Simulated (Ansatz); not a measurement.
GaCuSe2 under a change: holes 2.0×10^21 cm⁻³

Take GaCuSe$_{2}$ in the chalcopyrite structure (space group I-42d, No. 122; a = 5.608 Å, c = 11.096 Å) as the base.

The change: hole doping at 2.0×10^21 cm⁻³ (0.349 per cell), with a uniform compensating background at fixed cell and a 300 K Fermi–Dirac width.

All numbers come from r2SCAN (Ansatz, a first-principles code; PAW; 500 eV plane waves; without spin-orbit coupling), earlier PAW set. Γ-centred 12×12×12 mesh, Fermi–Dirac width 0.0259 eV.

```json
[
 {"quantity": "gap between the host's bands", "base": "0.57 eV", "changed": "0.67 eV", "shift": "+0.106 eV"},
 {"quantity": "gap character", "base": "direct at Γ", "changed": "direct at Γ", "shift": "–"},
 {"quantity": "Fermi level relative to the doped band's edge (positive inside the band; to 0.05 eV)", "base": "–", "changed": "+0.30 eV", "shift": "–"}
]
```

Carriers are added with a uniform compensating background; total energy and stress of such cells depend on the potential's zero and are not compared; many-body gap narrowing is missing at this level. Stability against distortions was not tested. All final runs are without spin polarisation.
